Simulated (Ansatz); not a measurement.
Start from ZnF₂ in the rutile structure (space group P4_2/mnm, No. 136; a = 4.7173 Å, c = 3.1285 Å).

Computed with PBEsol (Ansatz, a first-principles code; PAW; 420 eV plane waves; without spin-orbit coupling).

Base values:

* **Pressure**: 0.0 kbar

The change: every lattice vector is shortened by 3.00 %; the atoms relax in the strained cell.

**Question.** How does this affect the pressure and largest internal atomic displacement?

**Answer.** The pressure (mean of the normal stresses, compression positive) goes from zero to 128.7 kbar; the largest internal atomic displacement comes out as 0.016 Å.

Stability against distortions was not tested.
